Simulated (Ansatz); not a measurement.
Functionals compared on the (210) surface of bcc Nb in its 1x1 cell, outermost plane spacing 0.74 Å in the ideal cut, in Ansatz (plane waves, PAW). The structure was relaxed with PBE; the other rows are single points on it, each with its references at the same level. Cutoff 420 eV (500 eV for r2SCAN).

Slab: 15 atoms, 10.4 Å thick at the start (thin: gaps and levels are the slab's own); k 11x5x1, smearing 0.1 eV, dipole-corrected; all atoms relaxed; start symmetry kept, larger cells not searched; no spin, no spin-orbit, no U. These notes are the PBE run's.

| functional | surface energy (J/m²) | work function of the top face (eV) | rough cost of the single point |
|---|---|---|---|
| PBE | 2.26 | 3.92 | – |
| LDA | 2.61 | 4.18 | around 2.8 core-minutes (rough) |
| PBEsol | 2.52 | 4.01 | about 2.7 core-minutes (a rough figure) |
| RPBE | 2.10 | 3.78 | roughly 3 core-minutes |
| r2SCAN | 2.39 | 3.93 | roughly 5 core-minutes |

Ansatz is a quantum-chemistry and plane-wave program.
